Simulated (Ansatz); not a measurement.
## WSi2: response to strain

The parent structure is WSi₂ (space group I4/mmm, No. 139; a = 3.1853 Å, c = 7.7731 Å; relaxed with 0.1 eV smearing). Axes: x, y, z lie along a, b, c of the conventional cell.

Strains are applied to the cell and any free atomic positions relax.

Level of theory: LDA in Ansatz (plane waves to 420 eV, PAW, no SOC).

Notes on the quantities. energy relative to the base: free energy F.

```json
[
 {"uniaxial strain ε_zz (%)": "-3", "energy relative to the base (meV/atom)": "23.1"},
 {"uniaxial strain ε_zz (%)": "-2.5", "energy relative to the base (meV/atom)": "15.8"},
 {"uniaxial strain ε_zz (%)": "-2", "energy relative to the base (meV/atom)": "9.9"},
 {"uniaxial strain ε_zz (%)": "-1.5", "energy relative to the base (meV/atom)": "?"},
 {"uniaxial strain ε_zz (%)": "-1", "energy relative to the base (meV/atom)": "2.4"},
 {"uniaxial strain ε_zz (%)": "-0.5", "energy relative to the base (meV/atom)": "0.6"},
 {"uniaxial strain ε_zz (%)": "0", "energy relative to the base (meV/atom)": "0.0"}
]
```

**Question.** Fit ΔE = Aε² + Bε³ (ε in %) to the rows shown and predict the withheld row.

**Answer.** Least squares on the printed values gives A = 2.31 and B = -0.087 meV/atom (largest residual 0.0 meV/atom); this predicts 5.5 meV/atom, and the run gives 5.5 meV/atom, in agreement.

Whether these cells are dynamically stable was not tested. All final runs are without spin polarisation.

Ansatz is a first-principles code.
